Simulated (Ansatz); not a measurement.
Take Al in the fcc (Cu type) structure (space group Fm-3m, No. 225; a = 4.0405 Å) as the base.

Calculations: PBE, PAW, 420 eV (Ansatz, a program for electronic structure; scalar-relativistic without spin-orbit coupling).

Before the change:

| Quantity | Result |
|---|---|
| Pressure | 0.0 GPa |

The change: the cell is scaled by 1.0362 in all directions, atoms relaxed at fixed cell.

### Question
Estimate the effect on the energy relative to the base.

### Answer
The energy increases by 41 meV/atom.

### Question
What happens to the pressure?

### Answer
The pressure goes from zero to -6.3 GPa.

The cells carry an imposed strain or load. Stability against distortions was not tested.
